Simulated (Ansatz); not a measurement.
Structures of equal composition on the (113) surface of germanium: 1 pair of surface atoms bonded, H on both atoms of one pair (paired Ge at depth 0.0 Å) alone; 1 pair of surface atoms bonded, H on all but both atoms of one pair (paired Ge at depth 0.0 Å). The slabs share one bottom face, and each structure is named by its start. These are constructed structures in small cells; real faces may alloy, dewet or reconstruct in larger ones, and not all known structures of the face are among them. Slabs of about 14 Å with all that they carry, Fermi-Dirac smearing of 0.025 eV. Bottom of the slabs: built like the top, H on every dangling bond, free. Relaxed from the named starts with such symmetry as they have, on meshes of like density; energies extrapolated to zero smearing; no spin-orbit coupling, no U. Spin-polarised runs, if any, are marked in brackets, and their order is one that fits the cell; the others ran without spin. Where a second, spin-polarised start was run, the lower counts.

These are PBE (plane waves to 420 eV, PAW; Ansatz, a quantum-chemistry and plane-wave program) values and carry that method's errors.

Problem. Rank these by energy per 1x1 cell (lowest first), as PBE gives it.

Solution. 1 pair of surface atoms bonded, H on all but both atoms of one pair (paired Ge at depth 0.0 Å) (0.000 eV, gap 0.40 eV on the mesh), 1 pair of surface atoms bonded, H on both atoms of one pair (paired Ge at depth 0.0 Å) alone (0.044 eV, gap 0.28 eV on the mesh)
